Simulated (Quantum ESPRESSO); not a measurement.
Cost against accuracy: ecutwfc for Mg₁₄SiSb (Amm2, 16 atoms in the cell)

Cell: a = 10.1921 Å, b = 6.2863 Å, c = 6.2863 Å, α = 62.57°, β = 90.00°, γ = 90.00°.

Level of theory: PBEsol, GBRV 1.5 ultrasoft (PBESOL) pseudopotentials (plane waves; Quantum ESPRESSO).

Base settings: ecutwfc = 40 Ry; ecutrho = 200 Ry; occupations = smearing; smearing = mp; degauss = 0.0073499 Ry; K_POINTS = automatic 3 5 5 1 1 1; conv_thr = 1e-10 Ry.

Misses are taken against the tightest run, 52 Ry (ecutrho: 200 Ry → 260 Ry), which need not be fully converged itself. The energy is the free energy per atom.

The count of work is k-points × plane waves × bands × iterations; it is no time, and leaves out set-up, grids and terms that scale otherwise. Core times come from one kind of shared machine and are given to one figure; runs under 30 s give none.

The starting cell comes from a database of computed structures (which also holds hypothetical and non-ambient phases and stackings), without a prior relaxation at this level.

```tsv
ecutwfc	energy less reference (meV/atom)	pressure less reference (GPa)	largest difference in the force on any atom (eV/Å)	count of work / reference	core time / reference (rough)
16 Ry (ecutrho: 200 Ry → 80 Ry)	25318.53	-641.73	0.206	0.18	0.1
20 Ry (ecutrho: 200 Ry → 100 Ry)	6676.45	-217.25	0.089	0.26	0.2
24 Ry (ecutrho: 200 Ry → 120 Ry)	1639.04	-69.07	0.014	0.29	0.2
28 Ry (ecutrho: 200 Ry → 140 Ry)	340.82	-19.34	0.004	0.42	0.2
32 Ry (ecutrho: 200 Ry → 160 Ry)	52.76	-4.14	0.000	0.52	0.3
36 Ry (ecutrho: 200 Ry → 180 Ry)	6.81	-0.43	0.000	0.58	0.3
40 Ry	3.95	0.05	0.000	0.67	0.7
46 Ry (ecutrho: 200 Ry → 230 Ry)	2.19	-0.07	0.000	0.83	0.6
52 Ry (ecutrho: 200 Ry → 260 Ry)	0.00	0.00	0.000	1.0	1
```

Coarsest setting among those run that, with all tighter ones, holds the energy within 20 meV/atom of the reference: 36 Ry (ecutrho: 200 Ry → 180 Ry), off by 6.8 meV/atom; its saving against the reference is no more than about a factor of 2 in the count of work.

The step from 24 Ry (ecutrho: 200 Ry → 120 Ry) to 46 Ry (ecutrho: 200 Ry → 230 Ry): it takes the miss in the energy from 1600 to 2.2 meV/atom, for 2.9 times the count of work and roughly 3 times the time.
